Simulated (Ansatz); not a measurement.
The starting structures come from a database of crystals and need not be the phases stable at ambient conditions.

The decay constant κ of evanescent states in the gap governs leakage through a thin film.

Here is the system:

```xyz
18
Lattice="6.4955 0.0000 0.0000 0.0000 8.9741 0.0000 3.2478 0.0000 3.2478" Properties=species:S:1:pos:R:3 pbc="T T T"
Li     0.0000     3.0194     0.0000
Li     0.0000     5.9547     0.0000
Li     3.2478     7.5065     0.0000
Li     3.2478     1.4676     0.0000
Pd     3.2478     4.4871     0.0000
Pd     0.0000     0.0000     0.0000
F      4.5113     5.9363     0.0000
F      1.9842     3.0378     0.0000
F      3.2478     1.4492     1.9842
F      6.4955     7.5249     1.2636
F      1.9842     5.9363     0.0000
F      4.5113     3.0378     0.0000
F      6.4955     1.4492     1.2636
F      3.2478     7.5249     1.9842
F      1.9200     0.0000     0.0000
F      4.5755     0.0000     0.0000
F      6.4955     4.4871     1.3278
F      3.2478     4.4871     1.9200
```

Space group of this cell: P4_2/mnm. The cell is taken as given.

Transport runs along the normal of the first two printed cell vectors, the (110) plane of the conventional cell.

No gap correction and no spin-orbit coupling; mid-gap values are interpolated between computed energies.

State the band gap and the smallest decay constant κ at mid-gap according to Ansatz (an electronic-structure program) with r2SCAN.

Gap 2.46 eV on a 10×4×10 mesh; κ = 0.353 1/Å, at the zone centre.
